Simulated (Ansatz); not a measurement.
Ta: response to strain

The reference is Ta in the bcc (W type) structure (space group Im-3m, No. 229; a = 3.3061 Å; relaxed with 0.1 eV smearing). Axes: x, y, z lie along the cube axes.

Strains are applied to the cell and any free atomic positions relax.

Calculations: r2SCAN in Ansatz (plane waves to 500 eV, PAW, no spin-orbit coupling).

Notes on the quantities. energy relative to the base: free energy F.

```tsv
uniaxial strain ε_zz (%)	energy relative to the base (meV/atom)
0	0.0
0.5	0.4
1	1.5
1.5	3.4
2	5.9
2.5	?
3	13.1
```

Fit ΔE = Aε² + Bε³ (ε in %) to the rows shown and predict the withheld row.

Least squares on the printed values gives A = 1.54 and B = -0.027 meV/atom (largest residual 0.0 meV/atom); this predicts 9.2 meV/atom, and the run gives 9.2 meV/atom, in agreement.

Stability against distortions was not tested. The final runs are not spin-polarised.

Ansatz is a program for electronic structure.
